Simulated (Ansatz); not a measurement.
System: CsCl-type CuZn. Method: LDA (Ansatz, a quantum-chemistry and plane-wave program, plane waves, PAW).

Run with plane-wave cutoff 520 eV, 18×18×18 k mesh, Fermi–Dirac smearing 0.05 eV, no spin polarisation, scalar-relativistic PAW data made under PBE.

Results at a series of volumes:

```json
[
 {"V (Å³/atom)": "11.098", "E − E_lowest (meV/atom)": "24.05", "P (GPa)": "11.35"},
 {"V (Å³/atom)": "11.335", "E − E_lowest (meV/atom)": "10.45", "P (GPa)": "7.18"},
 {"V (Å³/atom)": "11.571", "E − E_lowest (meV/atom)": "2.65", "P (GPa)": "3.48"},
 {"V (Å³/atom)": "11.807", "E − E_lowest (meV/atom)": "0.00", "P (GPa)": "0.19"},
 {"V (Å³/atom)": "12.043", "E − E_lowest (meV/atom)": "1.92", "P (GPa)": "-2.73"},
 {"V (Å³/atom)": "12.279", "E − E_lowest (meV/atom)": "7.89", "P (GPa)": "-5.32"},
 {"V (Å³/atom)": "12.515", "E − E_lowest (meV/atom)": "17.46", "P (GPa)": "-7.62"}
]
```

Q: Estimate the bulk modulus from the pressures at 11.571 and 12.043 Å³/atom, and compare it with a fit to all energies.

A: B = −V dP/dV. Between V = 11.571 and 12.043 Å³/atom, dP/dV = (-2.73 − (3.48))/(12.043 − 11.571) = -13.2 GPa per Å³/atom; at the midpoint 11.807 Å³/atom this gives B ≈ 155 GPa. The third-order Birch–Murnaghan fit gives V0 = 11.821 Å³/atom, B0 = 154 GPa, B′ = 5.0, which lies within 1 % of that estimate.

Measured, for comparison: bulk modulus 116 GPa (temperature not stated, no zero-point or thermal correction; as tabulated in Nepal et al. (2020), arXiv:2007.11150); equilibrium volume per atom 12.93 Å³/atom (temperature not stated, no zero-point or thermal correction; as tabulated in First-Principles Study on the Electrical and Thermal Conductivities of Cu–Zn …). Computed (rounded) less measured: bulk modulus +33 %, equilibrium volume per atom -8.6 %.

Static lattice: no zero-point or thermal effects.
